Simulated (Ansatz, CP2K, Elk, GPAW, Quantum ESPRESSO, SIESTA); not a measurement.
## Code comparison for MoSeS (P1, 6 atoms in the cell)

Self-consistent single point, at a second geometry (atoms moved at random). First geometry:

```
CELL_PARAMETERS angstrom
     19.39874     0.00000     0.00000
      0.00000     1.62448     2.81398
      0.00000    -1.62448     2.81398
ATOMIC_POSITIONS crystal
  Mo 0.00000 0.55593 0.55593
  Mo 0.50000 0.33295 0.33295
  Se 0.58657 0.66625 0.66625
  Se 0.41343 0.66625 0.66625
  S  0.07890 0.22260 0.22260
  S  0.92110 0.22260 0.22260
```

Second geometry:
```yaml
crystal:
  lattice:
    - [19.39874, 0.00000, 0.00000]
    - [0.00000, 1.62448, 2.81398]
    - [0.00000, -1.62448, 2.81398]
  atoms:
    - { symbol: Mo, position: [0.00095, 0.57971, 0.54324] }
    - { symbol: Mo, position: [0.50148, 0.33963, 0.32107] }
    - { symbol: Se, position: [0.58514, 0.65092, 0.69467] }
    - { symbol: Se, position: [0.41287, 0.64709, 0.66497] }
    - { symbol: S, position: [0.07783, 0.23323, 0.20886] }
    - { symbol: S, position: [0.92172, 0.21601, 0.23376] }
```

Shared settings, as Ansatz (a program for electronic structure) writes them: kpoints.mp_grid.grid = 1 7 7; scf.occupations.method = fixed. Potentials and cutoffs stand in the table.

```json
[
 {"code": "SIESTA", "model": "GGA PBEsol, numerical atomic orbitals DZP, PseudoDojo PBEsol standard norm-conserving potentials (rewritten from UPF to PSML)", "ΔF from the first geometry (meV/atom)": "34.9", "pressure (GPa)": "0.76", "largest force (eV/Å)": "2.399", "gap on the mesh (eV)": "1.105", "cutoff": "grid 350 Ry"},
 {"code": "Quantum ESPRESSO", "model": "PBEsol, PSlibrary PAW (PBE) pseudopotentials", "ΔF from the first geometry (meV/atom)": "29.5", "pressure (GPa)": "-0.88", "largest force (eV/Å)": "2.154", "gap on the mesh (eV)": "1.014", "cutoff": "55 Ry"},
 {"code": "Ansatz", "model": "PBEsol, PAW files made with PBE", "ΔF from the first geometry (meV/atom)": "28.8", "pressure (GPa)": "-0.98", "largest force (eV/Å)": "2.122", "gap on the mesh (eV)": "1.036", "cutoff": "default"},
 {"code": "Elk", "model": "PBEsol, all-electron FP-LAPW, Elk's shipped species files, default APW+lo basis", "ΔF from the first geometry (meV/atom)": "31.8", "pressure (GPa)": "–", "largest force (eV/Å)": "–", "gap on the mesh (eV)": "1.239", "cutoff": "rgkmax 7"},
 {"code": "CP2K", "model": "PBEsol, GPW, DZVP-MOLOPT-PBE-GTH basis, GTH-PBE potentials (POTENTIAL_UZH)", "ΔF from the first geometry (meV/atom)": "33.5", "pressure (GPa)": "1.09", "largest force (eV/Å)": "2.237", "gap on the mesh (eV)": "1.042", "cutoff": "grid 500 Ry"},
 {"code": "GPAW", "model": "PBEsol, GPAW PAW datasets PBEsol (made by gpaw-setup)", "ΔF from the first geometry (meV/atom)": "28.7", "pressure (GPa)": "-1.03", "largest force (eV/Å)": "2.120", "gap on the mesh (eV)": "1.021", "cutoff": "550 eV"}
]
```

Size of the force on each atom (eV/Å): Sizes of forces hide their directions.

```tsv
code	Mo1	Mo2	Se3	Se4	S5	S6
SIESTA	1.356	2.399	2.189	0.642	0.889	0.858
Quantum ESPRESSO	1.335	2.154	1.534	0.779	0.712	0.834
Ansatz	1.328	2.122	1.463	0.822	0.689	0.831
CP2K	1.380	2.237	1.851	0.624	1.008	0.901
GPAW	1.325	2.120	1.459	0.823	0.687	0.828
```

A dash marks a value that a program does not give, or that is left out as unsure.

Gaps are read on the mesh.

The spread over the programs that give each value: ΔF from the first geometry within 6.2 meV/atom; pressure within 2.12 GPa; largest force within 0.279 eV/Å; gap on the mesh within 0.225 eV.

SIESTA and CP2K use small atom-centred bases, whose incompleteness enters pressures, forces and empty levels differently from a plane-wave cutoff. Elk treats all electrons, but the usual bases taken here (sphere radii, linearisation, local orbitals, empty states) were not tested for convergence, so the values are no reference for the others. Ansatz's pressure is given at a fixed set of plane waves, as the other plane-wave codes print theirs. In the pressure, SIESTA (by 1.74) and CP2K (by 2.07) lie more than 1 GPa from the median of the plane-wave programs. In the gap, Elk (by 0.217) lies more than 0.12 eV from the median of the plane-wave programs. In the force vectors, SIESTA (by 0.899), Quantum ESPRESSO (by 0.094) and CP2K (by 0.511) lie more than 0.08 eV/Å from the median of the plane-wave programs.

The starting cell comes from a database of computed structures (which also holds hypothetical and non-ambient phases and stackings), without a prior relaxation at this level. For this run, on top of that: atoms moved at random.

Keys are those of Ansatz 0.2.
